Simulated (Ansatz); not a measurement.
# Effect of Si → Re on Mg2Si

Consider Mg2Si (space group Fm-3m, No. 225; a = 6.365 Å).

Modification: full substitution Si → Re; the structure is relaxed again.

Computed with PBE (Ansatz, a first-principles code, PAW, scalar-relativistic without spin-orbit coupling). k-mesh 13×13×13 (Γ-centred); smearing 0.05 eV (Fermi–Dirac), for the changed cell.

The volume per atom grows by 0.28 Å³, from 21.49 Å³ to 21.77 Å³ and the density increases by 3.99 g/cm³ (1.98 g/cm³ → 5.97 g/cm³). The lattice parameter a increases by 0.028 Å (6.365 Å → 6.393 Å) and the space group is still Fm-3m (No. 225). The shortest interatomic distance goes up by 0.012 Å, from 2.756 Å to 2.768 Å and the band gap becomes zero (base: 0.22 eV).

Final structure:

```yaml
crystal:
  lattice:
    - [0.00000, 3.19631, 3.19631]
    - [3.19631, 0.00000, 3.19631]
    - [3.19631, 3.19631, 0.00000]
  atoms:
    - { symbol: Re, position: [0.00000, 0.00000, 0.00000] }
    - { symbol: Mg, position: [0.25000, 0.25000, 0.25000] }
    - { symbol: Mg, position: [0.75000, 0.75000, 0.75000] }
```

Whether these cells are dynamically stable was not tested. As relaxed here, Mg2Re is a hypothetical phase, not in the database extracts checked. The final runs are not spin-polarised. An odd electron count without spin: Mg2Re. Mg2Re has a high density of states at the Fermi level and may be magnetic at this level. A zero or small gap of Mg2Si can be the functional's error rather than a property of the material.
